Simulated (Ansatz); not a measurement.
Density of states of Rh₃Si₂ (P-3m1) near the Fermi level, PBEsol, rigid bands (Ansatz, an electronic-structure program).

```
E − E_F (eV) | states/eV/cell
    -1.95 | ############################## 8.16
    -1.85 | ######################## 6.61
    -1.75 | #################### 5.54
    -1.65 | ###################### 5.98
    -1.55 | ######################### 6.71
    -1.45 | ######################## 6.48
    -1.35 | ########################## 7.03
    -1.25 | ####################### 6.17
    -1.15 | ################### 5.20
    -1.05 | ################### 5.16
    -0.95 | ################ 4.41
    -0.85 | ############# 3.59
    -0.75 | ######## 2.30
    -0.65 | ####### 1.97
    -0.55 | ###### 1.74
    -0.45 | ###### 1.58
    -0.35 | ###### 1.52
    -0.25 | ##### 1.32
    -0.15 | #### 1.20
    -0.05 | #### 1.18
     0.05 | #### 1.20
     0.15 | #### 1.13
     0.25 | #### 1.06
     0.35 | #### 0.96
     0.45 | ### 0.79
     0.55 | ### 0.84
     0.65 | ### 0.90
     0.75 | #### 1.00
     0.85 | #### 1.14
     0.95 | ##### 1.35
     1.05 | ###### 1.75
     1.15 | ########## 2.59
     1.25 | ################## 4.77
     1.35 | ############### 4.09
     1.45 | ############# 3.55
     1.55 | ############ 3.27
     1.65 | ########### 2.97
     1.75 | ########## 2.66
     1.85 | ######### 2.33
     1.95 | ######## 2.15
```

Task: With 5 atoms a cell, what bare Sommerfeld coefficient γ = (π²/3) k_B² N(E_F) follows?

Result: N(E_F) ≈ 1.19 states/eV a cell at 300 K, so γ ≈ 0.56 mJ/(mol of atoms·K²), before electron-phonon enhancement.

Task: How far does the Fermi level move in a rigid band for 0.1 electron a cell added or removed?

Result: 84 meV and -84 meV.

A metal at this level (no band gap); rigid bands, thermally averaged at 300 K, both spins. Spin-orbit coupling is left out. Geometry: cell and atoms relaxed with PBEsol.

Computed structure, not matched to a measured one here, so possibly hypothetical: Rh3Si2 (P-3m1).
